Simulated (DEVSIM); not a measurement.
System: illuminated Si n-on-p cell, one wavelength, with a back-surface field, at 300 K.

```tsv
layer (left to right)	material	thickness (μm)	Nd (cm⁻³)	Na (cm⁻³)	τn (s)	τp (s)	absorption coefficient (cm⁻¹)
1	Si	0.670	1e18	-	3.8e-5	5.1e-5	150
2	Si	36.0	-	9.4e15	0.00039	0.00039	150
3	Si	0.680	-	9.5e18	0.00039	0.00039	150
```

Left contact: ohmic, minority hole recombination velocity 70 cm/s. Right contact: ohmic, minority electron recombination velocity 8e6 cm/s. Voltage is applied to the left contact. Recombination: SRH at mid-gap, radiative, Auger. Light enters at the left, 1.9e18 photons cm⁻² s⁻¹, one pass, no reflection. Mobility is constant in doping.

This is a model device: material constants are rounded textbook-type values typed into the input, and sizes, dopings and lifetimes were drawn at random. Values at 300 K.

```tsv
parameter	Si
gap (eV)	1.124
affinity (eV)	4.05
permittivity	11.7
Nc (cm⁻³)	2.86e19
Nv (cm⁻³)	3.1e19
μn (cm²/Vs)	1417
μp (cm²/Vs)	470
B (cm³/s)	4.7e-15
Cn (cm⁶/s)	2.8e-31
Cp (cm⁶/s)	9.9e-32
```

DEVSIM, 1D drift-diffusion, Boltzmann statistics, complete ionisation; no tunnelling, impact ionisation, image-force lowering or self-heating.

The photon flux was swept, all else fixed.

| photon flux (cm^-2 s^-1) | fill factor | short-circuit current (mA/cm²) | largest power (mW/cm²) | open-circuit voltage (V) |
|---|---|---|---|---|
| 5.7e16 | 0.82 | 3.81 | 1.79 | 0.571 |
| 1.9e17 | 0.83 | 12.7 | 6.33 | 0.602 |
| 5.7e17 | 0.83 | 38.1 | 20.0 | 0.631 |
| 1.9e18 | 0.84 | 127 | 70.6 | 0.662 |
| 5.7e18 | 0.84 | 381 | 222 | 0.691 |
| 1.9e19 | 0.85 | (withheld) | 779 | (withheld) |
| 5.7e19 | 0.85 | 3830 | 2440 | 0.751 |

Question: What belongs in the gaps?

Answer: 
- 1.9e19, short-circuit current (mA/cm²): 1270
- 1.9e19, open-circuit voltage (V): 0.722
